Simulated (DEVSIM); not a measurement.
Device: Si n-i-p diode, at 250 K.

```csv
layer (left to right),material,thickness (μm),Nd (cm⁻³),Na (cm⁻³),τn (s),τp (s)
1,Si,0.280,1.3e18,-,2.5e-6,2.5e-6
2,Si,1.40,-,8.6e12,2.5e-6,2.5e-6
3,Si,2.30,-,8.2e18,2.5e-6,2.5e-6
```

Left contact: ohmic. Right contact: ohmic. Voltage is applied to the left contact. Recombination: SRH at mid-gap, radiative, Auger. Mobility is μmin + (μ − μmin)/(1 + (N/Nref)^α).

This is a model device: material constants are rounded textbook-type values typed into the input, and sizes, dopings and lifetimes were drawn at random. Values at 300 K; Nc and Nv go as T^1.5, mobilities as T to minus their exponent, the gap by Varshni's rule with the affinity fixed.

| parameter | Si |
|---|---|
| gap (eV) | 1.124 |
| affinity (eV) | 4.05 |
| permittivity | 11.7 |
| Nc (cm⁻³) | 2.86e19 |
| Nv (cm⁻³) | 3.1e19 |
| μn (cm²/Vs) | 1417 |
| μp (cm²/Vs) | 470 |
| μn,min | 52 |
| μp,min | 45 |
| Nref,n | 9.7e16 |
| Nref,p | 2.2e17 |
| αn | 0.68 |
| αp | 0.72 |
| T exponent of μn | 2.3 |
| T exponent of μp | 2.2 |
| B (cm³/s) | 4.7e-15 |
| Cn (cm⁶/s) | 2.8e-31 |
| Cp (cm⁶/s) | 9.9e-32 |
| Varshni α (eV/K) | 0.000473 |
| Varshni β (K) | 636 |

Model (solved in DEVSIM): 1D drift-diffusion, Boltzmann statistics, complete ionisation; no tunnelling, impact ionisation, image-force lowering or self-heating.

Base results: dark forward voltage at 1 A/cm² (V) 0.790; dark forward voltage at 100 A/cm² (V) 0.891; potential step across the device at zero bias (V) 1.053.

### Question
What follows from this one change: temperature 250 → 300 K?

### Answer
dark forward voltage at 1 A/cm² 0.790 → 0.698 V; dark forward voltage at 100 A/cm² 0.891 → 0.820 V; potential step across the device at zero bias 1.053 → 1.010 V.

### Question
What follows from this one change: doping Nd of layer 1 1.3e+18 → 3.9e+18 cm^-3?

### Answer
dark forward voltage at 1 A/cm² 0.790 → 0.821 V; dark forward voltage at 100 A/cm² 0.891 → 0.923 V; potential step across the device at zero bias 1.053 → 1.076 V.

### Question
What follows from this one change: doping Na of layer 3 8.2e+18 → 2.5e+17 cm^-3?

### Answer
dark forward voltage at 1 A/cm² 0.790 → 0.763 V; dark forward voltage at 100 A/cm² 0.891 → 0.864 V; potential step across the device at zero bias 1.053 → 0.977 V.

### Question
What follows from this one change: constant mobility in place of the doping-dependent one?

### Answer
dark forward voltage at 1 A/cm² 0.790 → 0.761 V; dark forward voltage at 100 A/cm² 0.891 → 0.863 V; potential step across the device at zero bias little changed (1.053 V).
